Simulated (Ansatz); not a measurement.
An Ansatz (an electronic-structure program) input (plane-wave PAW DFT at the r2SCAN level (Ansatz, 500 eV), spin-orbit coupling left out, earlier PAW set):

Ansatz 0.2 input:
```yaml
crystal:
  lattice:
    - [0, 3.2496236094, 3.2496236094]
    - [3.2496236094, 0, 3.2496236094]
    - [3.2496236094, 3.2496236094, 0]
  atoms:
    - { symbol: Te, position: [0, 0, 0] }
    - { symbol: Sn, position: [0.5, 0.5, 0.5] }
basis: { ecutwfc: 500, ecutrho_ratio: 4, xc_grid: 4, fft_grid_basis: typed }
kpoints: { mp_grid: { grid: [13, 13, 13] } }
hamiltonian:
  xc: r2scan
  dispersion: none
  pseudopotentials: { azcp: { folder: ./paw }, kind: paw }
scf: { occupations: { method: fermi_dirac, width: 0.05 }, convergence: { dr2_threshold: 0.0000000002 } }
relax: { f_tol: 0.005, max_steps: 50 }
output: { forces: true, stress: true }
checkpoint: { write: state.ck, write_every: 1000 }
```

### Question
Which symmetry and how many k-points will the program report, and about how many plane waves at Γ?

### Answer
Space group Fm-3m (ITA 225) with 48 operations, k-points 84 of 2197, and 1807 plane waves at Γ.

### Question
And the final pressure?

### Answer
-2.31 GPa (compression positive).

The cells carry an imposed strain or load. No phonon test of stability was made. The cell was made from SnTe in the rock salt structure (space group Fm-3m, No. 225) by this change: isotropic strain +2.01 %.
